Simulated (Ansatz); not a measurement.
An Ansatz (a quantum-chemistry and plane-wave program) input (PBEsol (Ansatz, PAW, spin-orbit coupling left out)):

Ansatz 0.2 input:
```yaml
crystal:
  lattice:
    - [0, 3.2210437521, 3.2049385333]
    - [3.2210437521, 0, 3.2049385333]
    - [3.2210437521, 3.2210437521, 0]
  atoms:
    - { symbol: Te, position: [0.5, 0.5, 0.5] }
    - { symbol: Pb, position: [0, 0, 0] }
basis: { ecutwfc: 420, ecutrho_ratio: 4, xc_grid: 2, fft_grid_basis: typed }
kpoints: { mp_grid: { grid: [9, 9, 9] } }
hamiltonian:
  xc: pbesol
  dispersion: none
  pseudopotentials: { kind: paw }
scf: { occupations: { method: fermi_dirac, width: 0.05 }, convergence: { dr2_threshold: 0.0000000002 } }
relax: { f_tol: 0.005, max_steps: 50 }
output: { forces: true, stress: true }
checkpoint: { write: state.ck, write_every: 1000 }
```

Task: Which symmetry and how many k-points will the program report, and about how many plane waves at Γ?

Result: Space group I4/mmm (ITA 139) with 16 operations, k-points 75 of 729, and 1291 plane waves at Γ.

Task: And the final pressure?

Result: 0.24 GPa (compression positive).

The cells carry an imposed strain or load. Whether these cells are dynamically stable was not tested. The cell was made from PbTe in the rock salt structure (space group Fm-3m, No. 225) by this change: uniaxial strain ε_zz = −0.50 %.
